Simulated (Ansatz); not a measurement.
Structures of equal composition on the (111) surface of fcc Ni, ferromagnetic: a layer of Al in place of the second plane; a layer of Al in place of the third plane. The slabs share one bottom face, and each structure is named by its start. These are constructed structures in small cells; real faces may alloy, dewet or reconstruct in larger ones, and not all known structures of the face are among them. Slabs of about 10 Å with all that they carry, Fermi-Dirac smearing of 0.1 eV. Bottom of the slabs: a bare face, its two planes held. Relaxed from the named starts with such symmetry as they have, on meshes of like density; energies extrapolated to zero smearing; no spin-orbit coupling, no U. Spin-polarised runs, if any, are marked in brackets, and their order is one that fits the cell; the others ran without spin. Where a second, spin-polarised start was run, the lower counts.

The numbers are results of PBE (plane waves to 420 eV, PAW; Ansatz, an electronic-structure program), not measurements.

**Question.** Put the candidates in order of energy per 1x1 cell, lowest first, for PBE.

**Answer.** a layer of Al in place of the second plane (0.000 eV [spin, 2.2 μB a cell]), a layer of Al in place of the third plane (0.129 eV [spin, 2.2 μB a cell])
